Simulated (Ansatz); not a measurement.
For Cd3As2 (Pn-3m, No. 224; start mp-10762), LDA (Ansatz, a first-principles code, plane waves, PAW) gives:

| Item | Value |
|---|---|
| lattice parameter a | 6.255 Å |
| enthalpy of formation | 0.127 eV/atom |

What does PBEsol (plane waves, PAW; Ansatz) give for the same quantities?


- lattice constant a: 6.333 Å (grows by 1.2 %)
- formation enthalpy: 0.109 eV/atom (shrinks by 0.018 eV/atom)

Changes are worked out from the printed values.

Unless a cell is named, each level is at its own relaxed cell (LDA 24.47, PBEsol 25.39 Å³/atom).

Caveats: the relaxation could not lower the start's symmetry, so the cell can be a saddle point above a distorted one (LDA, PBEsol). Ansatz's density-functional and Hartree–Fock values are scalar-relativistic unless marked +SOC, with PAW data made under PBE.

A start named mp-… is a Materials Project structure, which can be a computed phase never made.
